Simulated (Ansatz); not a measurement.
System: SiC (model structure, started from the WC type, P-6m2, No. 187, 2 atoms in the cell). Method: LDA (Ansatz, a first-principles code, plane waves, PAW).

Run with plane-wave cutoff 520 eV, 24×24×22 k mesh (along the axes of the cell as run), Fermi–Dirac smearing 0.05 eV, scalar-relativistic PAW data made under PBE.

Cell (relaxed at this level):

```
CELL_PARAMETERS angstrom
      2.82287     0.00000     0.00000
     -1.41144     2.44468     0.00000
      0.00000     0.00000     2.54206
ATOMIC_POSITIONS crystal
  Si 0.00000 0.00000 0.00000
  C  0.66667 0.33333 0.50000
```

Q: Estimate the bulk modulus that the calculation returns.

A: 
- bulk modulus: 217 GPa

The run finds no gap.

Note: the bulk modulus is −V dP/dV from two relaxed cells at ±2 % in volume; the relaxation could raise the start's symmetry but not lower it, so the cell can be a saddle point.

Static lattice: no zero-point or thermal effects.

Cost on a shared machine: around 90 core-seconds (rough).

A model structure was made by putting elements into a prototype or built by hand; it is no filed structure, need not be a known phase, and can be a saddle point held by its symmetry.
